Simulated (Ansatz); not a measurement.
A self-consistent single point of CaPt2 (R3m, 6 atoms in the cell) with Ansatz (a first-principles code).

Method: PBEsol, default PAW files made with PBE (plane waves; Ansatz).

The change in words: lattice scaled by 0.98. Reference geometry:
```yaml
crystal:
  lattice:
    - [0.00000, 3.81133, 3.81133]
    - [3.81133, 0.00000, 3.81133]
    - [3.81133, 3.81133, 0.00000]
  atoms:
    - { symbol: Ca, position: [0.00379, 0.00379, 0.00379] }
    - { symbol: Ca, position: [0.25000, 0.25000, 0.25000] }
    - { symbol: Pt, position: [0.12500, 0.62500, 0.62500] }
    - { symbol: Pt, position: [0.62500, 0.62500, 0.12500] }
    - { symbol: Pt, position: [0.62500, 0.12500, 0.62500] }
    - { symbol: Pt, position: [0.62500, 0.62500, 0.62500] }
```

Reference input (self-consistent single point, DFT, PBEsol, plane waves, default PAW files made with PBE): basis.ecutwfc = 30.9 Ry; kpoints.mp_grid.grid = 8 8 8; hamiltonian.xc = pbesol; hamiltonian.pseudopotentials = {kind: paw} (the program's default PAW files); scf.occupations.method = gaussian; scf.occupations.width = 0.0073 Ry. This run's input differs from it in these lines:

```diff
@@ -2,5 +2,5 @@
   lattice:
-    - [0.00000000, 3.81133300, 3.81133300]
-    - [3.81133300, 0.00000000, 3.81133300]
-    - [3.81133300, 3.81133300, 0.00000000]
+    - [0.00000000, 3.73510600, 3.73510600]
+    - [3.73510600, 0.00000000, 3.73510600]
+    - [3.73510600, 3.73510600, 0.00000000]
   atoms:
```

Output (repeated stretches shortened):

```
SCF iter   1: F=—  HF=-53128.112166 eV  |F-HF|=—  |Δ(HF+E_count)|=         —  Δρ=6.53e-3  dr2=4.38e-2  ethr=1.77e-3  ⟨swp⟩=7.9  Hψ=14854  notcnv=0  defer=1
all-band conjugate gradients solve this SCF's bands
preconditioner: auto → Kerker (q_TF=auto, 2.672 Å⁻¹)
SCF iter   2: F=—  HF=-53128.102090 eV  |F-HF|=—  |Δ(HF+E_count)|=   1.01e-2  Δρ=3.32e-3  dr2=1.35e-2  ethr=4.76e-5  ⟨swp⟩=2.3  Hψ=5377  notcnv=0  defer=2
   [... lines left out ...]
SCF iter   6: F=—  HF=-53128.099715 eV  |F-HF|=—  |Δ(HF+E_count)|=   3.30e-5  Δρ=1.84e-4  dr2=9.30e-5  ethr=2.87e-7  ⟨swp⟩=1.0  Hψ=3464  notcnv=0  defer=2
SCF iter   7: F=—  HF=-53128.099731 eV  |F-HF|=—  |Δ(HF+E_count)|=   1.54e-5  Δρ=6.39e-5  dr2=1.21e-5  ethr=1.01e-7  ⟨swp⟩=1.7  Hψ=3624  notcnv=0  defer=2
SCF iter   8: F=—  HF=-53128.099728 eV  |F-HF|=—  |Δ(HF+E_count)|=   2.47e-6  Δρ=7.18e-6  dr2=1.29e-7  ethr=1.31e-8  ⟨swp⟩=2.0  Hψ=4543  notcnv=0  defer=2
SCF iter   9: F=-53128.099728 eV  HF=-53128.099728 eV  |F-HF|=5.46e-10  |Δ(HF+E_count)|=   2.72e-8  Δρ=1.03e-6  dr2=1.18e-9  ethr=1.09e-10  ⟨swp⟩=8.0  Hψ=13897  notcnv=0
SCF 1 converged in 9 iterations: F = -53128.099728 eV  dr2 = 1.18e-9
Free energy (F): -53128.099728 eV
Internal energy: -53128.077646 eV  (E = F + TS)
E sigma→0 (E₀):  -53128.088687 eV
Entropy (-TS):   -0.022082 eV (-3.680 meV/atom)
Fermi energy:    17.990152 eV
--- Forces (eV/Å), atoms counted from 1 ---
  atom   1  Ca    -0.16052736    -0.16052736    -0.16052736
  atom   2  Ca     0.05860214     0.05860214     0.05860214
  atom   3  Pt     0.05099304     0.02585946     0.02585946
  atom   4  Pt     0.02585946     0.02585946     0.05099304
  atom   5  Pt     0.02585946     0.05099304     0.02585946
  atom   6  Pt    -0.00078576    -0.00078576    -0.00078576
--- Stress (GPa, compression-positive) ---
        9.195485       0.069457       0.069457
        0.069457       9.195485       0.069457
        0.069457       0.069457       9.195485
  P = ⅓ Tr σ = 9.1955 GPa (91.955 kbar)
  The stress holds the Pulay correction. Without it, at fixed plane waves, as pw.x and ABINIT print it: P = 9.1530 GPa
```

The run converged in 9 iterations. Against the reference run the free energy goes up by 25.3 meV/atom, the pressure goes from -1.12 to 9.20 GPa and the largest force goes from 0.231 to 0.278 eV/Å.

The starting cell comes from a database of computed structures (which also holds hypothetical and non-ambient phases and stackings), without a prior relaxation at this level. Its lattice was rescaled by up to half a per cent. One atom was moved a little off its site on purpose. For this run, on top of that: lattice scaled by 0.98. Spin polarisation is off. With a pressure of about 9 GPa the cell is away from its equilibrium volume at this level. Ansatz's pressure includes its estimate of the finite-basis (Pulay) stress.

Cost on one core of a shared machine: roughly 30 s.

Keys are those of Ansatz 0.2.
